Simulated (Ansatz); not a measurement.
Several settings converged on ZnPPd₅ (P4mm, 7 atoms in the cell)

```
ZnPPd5
1.0
    3.90293     0.00000     0.00000
    0.00000     3.90293     0.00000
    0.00000     0.00000     6.84919
Zn P Pd
1 1 5
Direct
  0.50000   0.50000   0.00730
  0.00000   0.00000   0.50000
  0.00000   0.50000   0.29245
  0.00000   0.50000   0.70755
  0.50000   0.00000   0.29245
  0.50000   0.00000   0.70755
  0.00000   0.00000   0.00000
```

Base method: LDA (PW92), default PAW files made with PBE (plane waves; Ansatz, a first-principles code).

Base settings: basis.ecutwfc = 420 eV; kpoints.mp_grid.grid = 9 9 5; hamiltonian.xc = lda; hamiltonian.pseudopotentials = {kind: paw} (the program's default PAW files); scf.occupations.method = fermi_dirac; scf.occupations.width = 0.1 eV.

The count of work is k-points × plane waves × bands × iterations; it is no time. Core times come from one kind of shared machine, to one figure; runs under 30 s give none.

**The k-point mesh**

The second cell is the first with its lattice scaled by 0.98.

Only quantities that move along the ladder and can be compared are tabulated.

| kpoints.mp_grid.grid | free energy less the last step's (meV/atom) | energy of the compressed cell less the first (meV/atom) | pressure (GPa) | largest difference of a force vector from the last step's (eV/Å) | count of work / last |
|---|---|---|---|---|---|
| 2 2 1 | 221.04 | -11.99 | -7.44 | 0.048 | 0.021 |
| 2 2 2 | 16.59 | -32.34 | -10.94 | 0.165 | 0.037 |
| 3 3 2 | -15.28 | -28.29 | -10.25 | 0.014 | 0.037 |
| 4 4 3 | 0.42 | -31.03 | -10.69 | 0.031 | 0.075 |
| 6 6 3 | -2.27 | -30.30 | -10.57 | 0.005 | 0.11 |
| 7 7 4 | -0.55 | -29.81 | -10.49 | 0.020 | 0.17 |
| 9 9 5 | -0.03 | -29.59 | -10.46 | 0.005 | 0.25 |
| 10 10 6 | -0.17 | -29.62 | -10.46 | 0.002 | 0.47 |
| 15 15 9 | 0.00 | -29.65 | -10.47 | 0.000 | 1.0 |

Coarsest kpoints.mp_grid.grid that holds the free energy within 2 meV/atom of the last step, with all finer ones: 7 7 4, at 0.17 of the last step's count of work; the step before is off by 2.3 meV/atom.

Coarsest kpoints.mp_grid.grid that holds the forces within 0.01 eV/Å of the last step, with all finer ones: 9 9 5, at 0.25 of the last step's count of work; the step before is off by 0.020 eV/Å.

Coarsest kpoints.mp_grid.grid that holds the pressure within 1 GPa of the last step, with all finer ones: 2 2 2, at 0.037 of the last step's count of work; the step before is off by 3.0 GPa.

The energy difference between the two cells stays within 1 meV/atom of the last step's from 6 6 3 on, the total only from 7 7 4 on: much of the error is common to both cells and cancels.

**The k-point mesh at a smearing width of 0.05 eV**

In this ladder: scf.occupations.width = 0.05 eV.

The second cell is the first with its lattice scaled by 0.98.

Only quantities that move along the ladder and can be compared are tabulated.

| kpoints.mp_grid.grid | free energy less the last step's (meV/atom) | energy of the compressed cell less the first (meV/atom) | pressure (GPa) | largest difference of a force vector from the last step's (eV/Å) | count of work / last | core time / last (rough) |
|---|---|---|---|---|---|---|
| 3 3 2 | -14.74 | -28.45 | -10.27 | 0.023 | 0.025 | – |
| 4 4 2 | 2.23 | -29.60 | -10.48 | 0.063 | 0.050 | – |
| 4 4 3 | -0.43 | -31.41 | -10.77 | 0.039 | 0.050 | – |
| 6 6 4 | -0.12 | -30.16 | -10.55 | 0.014 | 0.11 | – |
| 9 9 6 | -0.35 | -29.85 | -10.50 | 0.009 | 0.22 | 0.2 |
| 14 14 8 | -0.16 | -29.89 | -10.51 | 0.003 | 0.67 | 0.7 |
| 17 17 10 | 0.00 | -29.83 | -10.50 | 0.000 | 1.0 | 1 |

Coarsest kpoints.mp_grid.grid that holds the pressure within 0.1 GPa of the last step, with all finer ones: 6 6 4, at 0.11 of the last step's count of work; the step before is off by 0.27 GPa.

Coarsest kpoints.mp_grid.grid that holds the forces within 0.02 eV/Å of the last step, with all finer ones: 6 6 4, at 0.11 of the last step's count of work; the step before is off by 0.039 eV/Å.

Coarsest kpoints.mp_grid.grid that holds the free energy within 2 meV/atom of the last step, with all finer ones: 4 4 3, at 0.050 of the last step's count of work; the step before is off by 2.2 meV/atom.

**The width of Gaussian smearing**

In this ladder: kpoints.mp_grid.grid = 15 15 8; scf.occupations.method = gaussian.

Narrow widths need finer meshes than wide ones, so the last steps can hold mesh noise.

Only quantities that move along the ladder and can be compared are tabulated; pressure and forces are left out, as mesh noise rules them at narrow widths.

```csv
scf.occupations.width,free energy less the last step's (meV/atom),energy extrapolated to zero width less the last step's (meV/atom),core time / last (rough)
1 eV,-101.46,10.34,1
0.5 eV,-22.91,0.69,1
0.3 eV,-7.40,0.43,1.0
0.1 eV,0.00,0.00,1
```

Widest scf.occupations.width that holds the energy extrapolated to zero width within 2 meV/atom of the last step, with all finer ones: 0.5 eV; the step before is off by 10 meV/atom.

Widest scf.occupations.width that holds the free energy within 5 meV/atom: not settled: the last two steps still differ by 7.4 meV/atom, over half the tolerance, so the ladder does not show it.

The extrapolation to zero width removes most of the smearing's effect on the energy.

On the base run: the starting cell comes from a database of computed structures (which also holds hypothetical and non-ambient phases and stackings), without a prior relaxation at this level. Its lattice was rescaled by up to half a per cent. One atom was moved a little off its site on purpose. Spin polarisation is off; with an odd number of electrons in the cell that forces a metal, and a magnetic state may lie lower. In the base run, with a pressure of about -10 GPa the cell is away from its equilibrium volume at this level. Ansatz's pressure includes its estimate of the finite-basis (Pulay) stress.

Left out of this page: 2 runs of the series outside the window shown, repeating another row's setting, or not comparable.

Keys are those of Ansatz 0.2.
